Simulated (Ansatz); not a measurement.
The starting structures come from a database of crystals and need not be the phases stable at ambient conditions.

 Where the default PAW files enter, the runs use the earlier of Ansatz's two default sets.

By PBEsol, the system below comes out a metal.

Consider the following.

```xyz
5
Lattice="3.9695 0.0000 0.0000 0.0000 5.0621 0.0000 1.9847 0.0000 3.3345" Properties=species:S:1:pos:R:3 pbc="T T T"
Si     1.9847     4.0542     1.1115
Si     3.9695     1.0079     2.2230
Rh     1.9847     1.6521     1.1115
Rh     3.9695     3.4100     2.2230
Rh     0.0000     0.0000     0.0000
```

Space group of this cell: C2/m. The cell is strained (lengths along the current scaled by 0.97, ions clamped); by PBEsol its mean pressure is 5.4 GPa.

The current flows along the normal of the first two printed cell vectors. No spin-orbit coupling; the value is a mean over 0.1 eV about the Fermi level.

Problem. Give the ballistic conductance per area that PBEsol (Ansatz, a first-principles code) yields.

Solution. 0.58 × 10¹⁵ S/m² for both spins.
